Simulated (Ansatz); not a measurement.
BeS: S → Se

Start from BeS in the zinc blende structure (space group F-43m, No. 216; a = 4.838 Å).

Modification: every S is replaced by Se; the structure is relaxed again.

Method: Ansatz (a quantum-chemistry and plane-wave program) PBEsol, scalar-relativistic without spin-orbit coupling. k-mesh 11×11×11 (Γ-centred); smearing 0.05 eV (Fermi–Dirac), for the changed cell.

```json
[
 {"quantity": "volume per atom", "base": "14.15 Å³", "changed": "16.86 Å³", "shift": "+2.71 Å³"},
 {"quantity": "density", "base": "2.41 g/cm³", "changed": "4.33 g/cm³", "shift": "+1.92 g/cm³"},
 {"quantity": "lattice parameter a", "base": "4.838 Å", "changed": "5.129 Å", "shift": "+0.291 Å"},
 {"quantity": "space group", "base": "F-43m (No. 216)", "changed": "F-43m (No. 216)", "shift": "–"},
 {"quantity": "band gap", "base": "2.91 eV", "changed": "2.47 eV", "shift": "-0.44 eV"},
 {"quantity": "gap character", "base": "indirect, Γ → X", "changed": "indirect, Γ → X", "shift": "–"},
 {"quantity": "width of the top valence band", "base": "3.44 eV", "changed": "3.37 eV", "shift": "-0.07 eV"},
 {"quantity": "electron mass", "base": "0.80 mₑ along k, 0.28 mₑ across (at X)", "changed": "0.84 mₑ along k, 0.26 mₑ across (at X)", "shift": "–"},
 {"quantity": "hole mass (degenerate bands, along [100])", "base": "0.33, 0.55, 0.55 mₑ (at Γ)", "changed": "0.23, 0.46, 0.46 mₑ (at Γ)", "shift": "–"}
]
```

Final structure:

```
BeSe
1.0
    0.00000     2.56444     2.56444
    2.56444     0.00000     2.56444
    2.56444     2.56444     0.00000
Se Be
1 1
Direct
  0.75000   0.75000   0.75000
  0.00000   0.00000   0.00000
```

Masses are band curvatures over ±0.01 Å⁻¹ around the edge. Along k means along the line from Γ to the band edge. No phonon test of stability was made.
